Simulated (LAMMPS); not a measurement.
Molecular dynamics of a melt of Ni (fcc) with 50 % of Ni sites Al, 2048 atoms, cooled from 1860 K to 300 K at 1e+14 K/s, at zero pressure.

Method: classical MD, pair style eam/alloy, file NiAlH_jea.eam.alloy, run in LAMMPS.

The state found comes out as glass and the density is 5.40 g/cm³ (one sample). The volume per atom comes out as 13.2 Å³ (one sample), the enthalpy per atom is -4.171 eV (one sample) and the first peak of g(r), Al-Ni is 2.52 Å, height 6.3. The coordination number of Al by Ni is 6.70 (counted to 3.34 Å) and the coordination number of Ni by Al is 6.70 (counted to 3.34 Å). The first peak of g(r), Al-Al is 2.69 Å, height 3.2. The coordination number of Al by Al is 6.92 (counted to 3.66 Å) and the first peak of g(r), Ni-Ni is 2.51 Å, height 4.5. The coordination number of Ni by Ni comes out as 5.35 (counted to 3.26 Å), the most common Al-Al-Ni angle is in the 3° bin centred on 55.5° (mean of all 95°) and the most common Ni-Al-Ni angle comes out as in the 3° bin centred on 58.5° (mean of all 96°). The most common Al-Al-Al angle comes out as in the 3° bin centred on 55.5° (mean of all 97°) and the mean frequency of the velocity spectrum is 6.6 THz. The glass transition from the volume curve (two-line fit) is about 740 K. The energy above the random crystal at 0 K is 0.020 eV/atom. The cost is roughly 5 core-minutes.

Potential: file NiAlH_jea.eam.alloy of the LAMMPS distribution; its header cites Moody and Baskes, Modell Sim Mater Sci Eng, 3, 289-307 (1995).

| T (K) | potential energy (eV/atom) |
|---|---|
| 1834 | -3.8903 |
| 1782 | -3.9011 |
| 1730 | -3.9143 |
| 1678 | -3.9223 |
| 1626 | -3.9330 |
| 1574 | -3.9425 |
| 1522 | -3.9541 |
| 1470 | -3.9665 |
| 1418 | -3.9727 |
| 1366 | -3.9870 |
| 1314 | -3.9968 |
| 1262 | -4.0081 |
| 1210 | -4.0210 |
| 1158 | -4.0350 |
| 1106 | -4.0463 |
| 1054 | -4.0572 |
| 1002 | -4.0670 |
| 950.0 | -4.0777 |
| 898.0 | -4.0910 |
| 846.0 | -4.1032 |
| 794.0 | -4.1146 |
| 742.0 | -4.1248 |
| 690.0 | -4.1341 |
| 638.0 | -4.1440 |
| 586.0 | -4.1531 |
| 534.0 | -4.1621 |
| 482.0 | -4.1718 |
| 430.0 | -4.1812 |
| 378.0 | -4.1894 |
| 326.0 | -4.1979 |
